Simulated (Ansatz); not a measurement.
## How far a parabola holds: energy against volume of CsCl-type PdIn

We consider CsCl-type PdIn, described by PBEsol (Ansatz, a quantum-chemistry and plane-wave program, PAW). Settings: plane-wave cutoff 520 eV, 18×18×18 k mesh, Fermi–Dirac smearing 0.05 eV, scalar-relativistic PAW data made under PBE. The cell has no free parameter but its volume, all volumes share cutoff and mesh, and the runs aren't spin-polarised. Energies are free energies at the run's smearing, counted from the lowest row; static lattice.

| V (Å³/atom) | E (meV/atom) |
|---|---|
| 16.093 | ? |
| 16.435 | 12.74 |
| 16.777 | 3.03 |
| 17.120 | 0.00 |
| 17.462 | 2.80 |
| 17.804 | 10.67 |

Fit E of the 5 rows that show it with a parabola. With u = V - 17.1, the rows have u = -0.6650, -0.3230, 0.0200, 0.3620, 0.7040. Least squares gives E = 0.024 - 2.2515·u + 25.0000·u². Residuals (row less fit): 0.163, -0.329, 0.011, 0.315, -0.159; standard error 0.360 (degrees of freedom: 2). The fitted curve has its minimum at V = 17.1, where E = -0.03. Its curvature is d²E/dV² = 2 × 25.0000 meV/Å⁶, so B = V0·d²E/dV² × 0.1602 = 137 GPa.

Q: Predict the withheld E at V = 16.093 from the fit, and compare with the calculation.

A: u = -1.0070, so E = 0.024 - 2.2515 × (-1.0070) + 25.0000 × (-1.0070)² = 27.642 meV/atom. The calculation gives 30.08 meV/atom, 2.438 meV/atom above the prediction (8.1 % of the range of E in the table). The row lies outside the fitted rows, so this is an extrapolation. From the scatter of the fitted rows alone, a prediction at this place has a standard error of 0.853 meV/atom, so the miss is 2.9 times that.

The residuals are curvature that a parabola lacks, not noise. A solid that stiffens under compression and softens on expansion lies above the parabola at the compressed end and under it at the expanded end, as this row does. A third-order Birch-Murnaghan fit to the whole scan has B0 = 136 GPa. Only scans are tabulated whose curvature falls smoothly with volume, and where the parabola meets the shown rows within 5 % of their range and misses the end by 0.1 meV or more.

Spin–orbit coupling is not included.
